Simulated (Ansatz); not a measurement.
The starting structures come from a database of crystals and need not be the phases stable at ambient conditions.

 Where the default PAW files enter, the runs use the earlier of Ansatz's two default sets.

**Evanescent states of Ba(MgSb)2 (P-3m1, not sure to be the ambient phase, 5 atoms a cell, 32.7 Å³ an atom) along the normal of (100)**

All values below come from r2SCAN (plane waves, PAW; Ansatz, an electronic-structure program).

The gap is the functional's own. No spin-orbit coupling. Mid-gap values are interpolated on the energy grid.

Energies count from the valence-band top; κ is the least over a 6×4 mesh across the current.

```csv
E (eV),κ (1/Å),where
0.04,0.035,Γ
0.12,0.060,Γ
0.20,0.076,Γ
0.28,?,Γ
0.36,?,Γ
0.44,?,Γ
0.52,?,Γ
0.60,?,Γ
0.68,?,Γ
0.76,?,Γ
0.84,?,off Γ
0.92,?,off Γ
1.00,0.095,off Γ
1.08,0.075,off Γ
1.16,0.046,off Γ
```

Task: What belongs in the gaps?

Result: 
- 0.28, κ (1/Å): 0.088
- 0.36, κ (1/Å): 0.097
- 0.44, κ (1/Å): 0.105
- 0.52, κ (1/Å): 0.112
- 0.60, κ (1/Å): 0.117
- 0.68, κ (1/Å): 0.122
- 0.76, κ (1/Å): 0.125
- 0.84, κ (1/Å): 0.123
- 0.92, κ (1/Å): 0.110
